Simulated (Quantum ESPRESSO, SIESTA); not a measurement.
A Quantum ESPRESSO input for a self-consistent single point of CaZn2P2 (P-3m1, 5 atoms in the cell) (DFT, LDA (PZ), plane waves, PSlibrary PAW (LDA) pseudopotentials):

```fortran
&control
 calculation = 'scf',
 prefix = 'run',
 outdir = './work',
 pseudo_dir = './',
 verbosity = 'high',
 tprnfor = .true.,
 tstress = .true.,
/
&system
 ibrav = 4,
 A = 3.9351211426,
 C = 6.6766220000,
 nat = 5,
 ntyp = 3,
 ecutwfc = 50,
 ecutrho = 300,
 occupations = 'smearing',
 smearing = 'fermi-dirac',
 degauss = 0.0036749,
/
&electrons
 conv_thr = 1.0d-10,
/
ATOMIC_SPECIES
Ca    40.0780  Ca.pz-spn-kjpaw_psl.1.0.0.UPF
Zn    65.3800  Zn.pz-dn-kjpaw_psl.1.0.0.UPF
P     30.9738  P.pz-n-kjpaw_psl.1.0.0.UPF
ATOMIC_POSITIONS alat
Ca    0.0000000000    0.0000000000    0.0000000000
Zn    0.0000000000    0.5773502692    1.0744703980
Zn    0.5000000000    0.2886751346    0.6222046872
P     0.5000000000    0.2886751346    1.2491770315
P     0.0000000000    0.5773502692    0.4474980537
K_POINTS automatic
8 8 4  0 0 0
```

Problem. Write the same calculation as an input for SIESTA.

Solution. One input that does it (others would too):

```
# files in the folder: Ca.psml Zn.psml P.psml (PseudoDojo LDA standard)
SystemName  Ca(ZnP)2
SystemLabel Ca(ZnP)2

NumberOfAtoms                5
NumberOfSpecies              3
%block ChemicalSpeciesLabel
  1 20 Ca
  2 30 Zn
  3 15 P
%endblock ChemicalSpeciesLabel
LatticeConstant              3.935121 Ang
%block LatticeVectors
     1.000000000    0.000000000    0.000000000
    -0.500000127    0.866025467    0.000000000
     0.000000000    0.000000000    1.696675147
%endblock LatticeVectors
AtomicCoordinatesFormat      ScaledCartesian
%block AtomicCoordinatesAndAtomicSpecies
     0.000000000    0.000000000    0.000000000  1
    -0.000000585    0.577350600    1.074470437  2
     0.500000458    0.288674867    0.622204710  2
     0.500000458    0.288674867    1.249177077  3
    -0.000000585    0.577350600    0.447498070  3
%endblock AtomicCoordinatesAndAtomicSpecies

XC.functional                LDA
XC.authors                   PW92
PAO.BasisSize                DZP
PAO.EnergyShift              0.01 Ry
MeshCutoff                   350 Ry
%block kgrid.MonkhorstPack
    8   0   0  0.0
    0   8   0  0.0
    0   0   4  0.0
%endblock kgrid.MonkhorstPack
OccupationFunction           FD
ElectronicTemperature        0.05 eV

MaxSCFIterations             150
SCF.Mixer.Method             Pulay
SCF.Mixer.Weight             0.25
SCF.Mixer.History            8
SCF.DM.Tolerance             1.0E-05
Diag.ParallelOverK           true
WriteForces                  true
Charge.Mulliken              end
```

Basis, cutoffs, solver keys and any potentials are the target program's own. This input uses DFT, LDA PW92, numerical atomic orbitals DZP, PseudoDojo LDA standard norm-conserving potentials (rewritten from UPF to PSML). LDA parametrisations can differ slightly between programs.

The starting cell comes from a database of computed structures (which also holds hypothetical and non-ambient phases and stackings), without a prior relaxation at this level. For this run, on top of that: lattice scaled by 0.98.
